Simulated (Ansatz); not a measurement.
Cost against accuracy: kpoints.mp_grid.grid for ZnBr₂ (R-3m, 3 atoms in the cell)

```xyz
3
Lattice="1.9344 1.1168 7.4682 -1.9344 1.1168 7.4682 0.0000 -2.2336 7.4682" Properties=species:S:1:pos:R:3 pbc="T T T"
Zn     0.0000     0.0000     0.0000
Br     0.0000     0.0000     5.9668
Br     0.0000     0.0000    16.4378
```

Level of theory: HSE06, default PAW files made with PBE (plane waves; Ansatz, a first-principles code).

Base settings: basis.ecutwfc = 420 eV; kpoints.mp_grid.grid = 4 4 4; hamiltonian.xc = hse06; hamiltonian.pseudopotentials = {kind: paw} (the program's default PAW files); scf.occupations.method = gaussian; scf.occupations.width = 0.05 eV.

Misses are taken against the tightest run, 6 6 6, which need not be fully converged itself. The energy is the free energy per atom.

Core times come from one kind of shared machine and are given to one figure; runs under 30 s give none.

The starting cell comes from a database of computed structures (which also holds hypothetical and non-ambient phases and stackings), without a prior relaxation at this level. Its lattice was rescaled by a random factor within 2.5 % of one. Ansatz's pressure includes its estimate of the finite-basis (Pulay) stress.

The runs (kpoints.mp_grid.grid): 2 2 2 | 3 3 3 | 4 4 4 | 6 6 6.

Q: Which is the coarsest setting among those run that, with all tighter ones, holds the energy within 20 meV/atom of the reference, and what does it save?

A: 4 4 4, off by 4.9 meV/atom; it needs about 0.3 of the reference's time.

Q: What does the step from 3 3 3 to 4 4 4 buy?

A: It takes the miss in the energy from 33 to 4.9 meV/atom, for roughly 3 times the time.

```csv
kpoints.mp_grid.grid,energy less reference (meV/atom),pressure less reference (GPa),largest difference in the force on any atom (eV/Å),core time / reference (rough)
2 2 2,262.41,2.71,0.080,–
3 3 3,32.82,0.46,0.009,0.09
4 4 4,4.92,0.08,0.002,0.3
6 6 6,0.00,0.00,0.000,1
```

The last two settings still differ by 4.9 meV/atom, so the table cannot show that the reference is converged.

Keys are those of Ansatz 0.2.
